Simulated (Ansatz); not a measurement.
Consider a 16-atom supercell of GaN in the zinc blende structure (space group F-43m, No. 216) at its relaxed geometry.

```
GaN
1.0
    0.00000     4.54879     4.54879
    4.54879     0.00000     4.54879
    4.54879     4.54879     0.00000
N Ga
8 8
Direct
  0.37500   0.37500   0.37500
  0.37500   0.37500   0.87500
  0.37500   0.87500   0.37500
  0.37500   0.87500   0.87500
  0.87500   0.37500   0.37500
  0.87500   0.37500   0.87500
  0.87500   0.87500   0.37500
  0.87500   0.87500   0.87500
  0.00000   0.00000   0.00000
  0.00000   0.00000   0.50000
  0.00000   0.50000   0.00000
  0.00000   0.50000   0.50000
  0.50000   0.00000   0.00000
  0.50000   0.00000   0.50000
  0.50000   0.50000   0.00000
  0.50000   0.50000   0.50000
```

Computed with Ansatz (a first-principles code), PBE, PAW, cutoff 420 eV, no spin-orbit coupling, earlier PAW set.

One neutral defect a cell, atoms relaxed at fixed cell.

One change was made to it. Results:

| quantity | base | after |
|---|---|---|
| largest displacement of a host atom from its site in the perfect cell | – | 0.18 Å |
| pressure | 0.0 GPa | 2.3 GPa |

Task: Which change produced these results?
(A) Ga vacancy
(B) Ga interstitial (started 1.97 Å from the nearest host atom), symmetric start
(C) Bi on a N site, symmetric start

Result: A, Ga vacancy. For comparison, the pressure in the other runs: Bi on a N site, symmetric start gives 30.1 GPa; Ga interstitial (started 1.97 Å from the nearest host atom), symmetric start gives 24.8 GPa.

Other magnetic orders, which the real material may have, were not ruled out. The cell is small, so the values are those of an ordered compound at a high defect concentration; dilute-limit values will differ. A case with no gap was solved on a k-mesh chosen for an insulator, which is coarse for it. Defects with a symmetric start kept the site's symmetry and may sit on a saddle; the others started slightly shaken. Starting moments died away, wholly or in part, for Bi on a N site and Ga interstitial (started 1.97 Å from the nearest host atom); another magnetic solution may exist. This is not the structure that GaN has at room temperature and ambient pressure.
